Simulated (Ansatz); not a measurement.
CsCl-type NiTi (cubic form, which distorts at low temperature) was calculated with BLYP (Ansatz, a first-principles code, plane waves, PAW).

Run with plane-wave cutoff 520 eV, 18×18×18 k mesh, Fermi–Dirac smearing 0.05 eV, spin-polarised start, scalar-relativistic PAW data made under PBE.

Equation-of-state points:

```
V (Å³/atom)  E − E_lowest (meV/atom)
-----------  -----------------------
13.273                         25.72
13.555                         11.02
13.838                          2.66
14.120                          0.00
14.402                          2.47
14.685                          9.53
14.967                         20.73
```

Task: Fit the third-order Birch–Murnaghan equation and give B0 and B′.

Result: V0 = 14.120 Å³/atom, B0 = 145 GPa, B′ = 4.4 (fit to the energies at full precision).

Note: the starting moments vanished in the run, and other orders were not tried; symmetry holds this phase in the static calculation, where it need not be a minimum; the relaxation could not lower the start's symmetry, so the cell can be a saddle point above a distorted one.

Static lattice: no zero-point or thermal effects.
